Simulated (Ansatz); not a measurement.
## A computed series for Be3N2: pressure series

Start from Be3N2 (space group P6_3/mmc, No. 194; a = 2.837 Å, c = 9.710 Å; a cell from a computed database, its experimental status unchecked).

Cell and atoms are relaxed at each pressure.

All numbers come from plane-wave PAW DFT at the PBEsol level (Ansatz, a quantum-chemistry and plane-wave program, 420 eV), no spin-orbit coupling.

```tsv
pressure (GPa)	volume per atom (Å³/atom)
-2	6.832
-1	6.800
0	6.768
0.7	6.747
1.5	6.722
3	6.678
5	6.620
7.5	?
10	6.486
```

### Question
Fit the third-order Birch–Murnaghan form P(V) = (3B₀/2)[(V₀/V)^(7/3) − (V₀/V)^(5/3)]·[1 + (3/4)(B₀′ − 4)((V₀/V)^(2/3) − 1)] (squares taken in P) to the rows shown and predict the withheld row.

### Answer
Least squares on the printed values gives V₀ = 6.768 Å³/atom, B₀ = 217 GPa, B₀′ = 3.7; this predicts 6.552 Å³/atom, and the run gives 6.551 Å³/atom, in agreement.

Load acts through the strain it causes; cell and atoms are relaxed under it. Stability against distortions was not tested. No other phases were tried under pressure.
